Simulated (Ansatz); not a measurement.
Ansatz (a quantum-chemistry and plane-wave program) run on LuNi4Sn (R3m, 6 atoms in the cell): self-consistent single point.

Computed with LDA (PW92), default PAW files made with PBE (plane waves; Ansatz).

```xyz
6
Lattice="0.0000 3.5129 3.5129 3.5129 0.0000 3.5129 3.5129 3.5129 0.0000" Properties=species:S:1:pos:R:3 pbc="T T T"
Lu     0.0289     0.0289     0.0289
Ni     4.3897     4.3897     4.3897
Ni     4.3897     2.6362     2.6362
Ni     2.6362     2.6362     4.3897
Ni     2.6362     4.3897     2.6362
Sn     1.7565     1.7565     1.7565
```

Reference input (self-consistent single point, DFT, LDA (PW92), plane waves, default PAW files made with PBE): basis.ecutwfc = 30.9 Ry; kpoints.mp_grid.grid = 8 8 8; hamiltonian.xc = lda; hamiltonian.pseudopotentials = {kind: paw} (the program's default PAW files); scf.occupations.method = gaussian; scf.occupations.width = 0.0073 Ry. This run's input differs from it in these lines:

Ansatz 0.2 input:
```diff
@@ -17,3 +17,3 @@
   mp_grid:
-    grid: [8, 8, 8]
+    grid: [13, 13, 13]
 hamiltonian:
@@ -24,4 +24,4 @@
   occupations:
-    method: gaussian
-    width: 0.0073 Ry
+    method: methfessel_paxton
+    width: 0.0735 Ry
 output:
```

Log, with long lists cut:

```
SCF iter   1: F=—  HF=-43468.314962 eV  |F-HF|=—  |Δ(HF+E_count)|=         —  Δρ=2.51e-2  dr2=2.89e-1  ethr=1.77e-3  ⟨swp⟩=6.0  Hψ=67345  notcnv=0
all-band conjugate gradients solve this SCF's bands
preconditioner: auto → Kerker (q_TF=auto, 2.843 Å⁻¹)
SCF iter   2: F=—  HF=-43468.272650 eV  |F-HF|=—  |Δ(HF+E_count)|=   4.23e-2  S|Δr|=    0.00e0  Δρ=7.78e-3  dr2=2.73e-2  ethr=2.61e-4  ⟨swp⟩=2.1  Hψ=30794  notcnv=0
   [... lines left out ...]
SCF iter   7: F=—  HF=-43468.270108 eV  |F-HF|=—  |Δ(HF+E_count)|=   2.97e-5  S|Δr|=    0.00e0  Δρ=5.88e-5  dr2=3.28e-6  ethr=4.13e-8  ⟨swp⟩=2.1  Hψ=28805  notcnv=0
SCF iter   8: F=—  HF=-43468.270107 eV  |F-HF|=—  |Δ(HF+E_count)|=   1.33e-6  S|Δr|=    0.00e0  Δρ=2.05e-5  dr2=2.83e-7  ethr=2.96e-9  ⟨swp⟩=2.2  Hψ=29659  notcnv=0
SCF iter   9: F=-43468.270107 eV  HF=-43468.270107 eV  |F-HF|=1.23e-7  |Δ(HF+E_count)|=   1.59e-7  S|Δr|=    0.00e0  Δρ=1.38e-5  dr2=7.21e-8  ethr=9.01e-11  ⟨swp⟩=12.7  Hψ=107436  notcnv=0
SCF 1 converged in 9 iterations: F = -43468.270107 eV  dr2 = 7.21e-8
Stability not checked (fill_not_monotonic)
Free energy (F): -43468.270107 eV
Internal energy: -43468.512275 eV  (E = F + TS)
E sigma→0 (E₀):  -43468.330649 eV
Entropy (-TS):   0.242169 eV (40.361 meV/atom)
Fermi energy:    16.972425 eV
--- Forces (eV/Å), atoms counted from 1 ---
  atom   1  Lu    -0.19269357    -0.19269357    -0.19269357
  atom   2  Ni     0.00059577     0.00059577     0.00059577
  atom   3  Ni     0.02861709     0.02721048     0.02721048
  atom   4  Ni     0.02721048     0.02721048     0.02861709
  atom   5  Ni     0.02721048     0.02861709     0.02721048
  atom   6  Sn     0.10905762     0.10905762     0.10905762
--- Stress (GPa, compression-positive) ---
      -13.315582       0.255729       0.255729
        0.255729     -13.315582       0.255729
        0.255729       0.255729     -13.315582
  P = ⅓ Tr σ = -13.3156 GPa (-133.156 kbar)
  The stress holds the Pulay correction. Without it, at fixed plane waves, as pw.x and ABINIT print it: P = -13.4042 GPa
```

The run converged in 9 iterations. Against the reference run the free energy goes up by 23.8 meV/atom, the pressure goes from -12.79 to -13.32 GPa and the largest force goes from 0.318 to 0.334 eV/Å.

The starting cell comes from a database of computed structures (which also holds hypothetical and non-ambient phases and stackings), without a prior relaxation at this level. Its lattice was rescaled by up to half a per cent. One atom was moved a little off its site on purpose. Spin polarisation is off. With a pressure of about -13 GPa the cell is away from its equilibrium volume at this level. Ansatz's pressure includes its estimate of the finite-basis (Pulay) stress.

Cost on one core of a shared machine: roughly 3 min.
